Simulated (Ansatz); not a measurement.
# Effective masses and thermopower of GaP under load (space group F-43m)

Input:

```xyz
2
Lattice="0.0000 2.7061 2.7061 2.7061 0.0000 2.7061 2.7061 2.7061 0.0000" Properties=species:S:1:pos:R:3 pbc="T T T"
Ga     0.0000     0.0000     0.0000
P      1.3530     1.3530     1.3530
```

All values below come from r2SCAN with spin-orbit coupling, rigid bands (plane waves, PAW; Ansatz, an electronic-structure program). Condition of this run: hydrostatic pressure 2 GPa (the target of the relaxation). How the cell was made: cell and atoms relaxed with r2SCAN, then loaded as said.

- band gap: 1.78 eV
- electron conductivity mass (300 K, dilute): 0.34 mₑ
- hole conductivity mass (300 K, dilute): 0.47 mₑ
- effective density of states N_c (300 K): 4.0e19 cm⁻³
- effective density of states N_v (300 K): 2.2e19 cm⁻³
- density-of-states mass, electrons: 1.36 mₑ
- density-of-states mass, holes: 0.92 mₑ
- Seebeck coefficient, n-type 1e19 cm⁻³, 300 K: -328 μV/K
- best n-type power factor at 300 K for τ = 10 fs (best axis; densities from 1e16 to 1e21 cm⁻³ tried, whether or not they can be reached): 17.0 μW/(cm·K²) at 1e20 cm⁻³
- Seebeck coefficient, p-type 1e19 cm⁻³, 300 K: 316 μV/K
- best p-type power factor at 300 K for τ = 10 fs (best axis; densities from 1e16 to 1e21 cm⁻³ tried, whether or not they can be reached): 14.4 μW/(cm·K²) at 3e20 cm⁻³

Rigid bands; masses and Seebeck coefficients take one relaxation time τ for all states and one kind of carrier; polarons and phonon drag are left out.
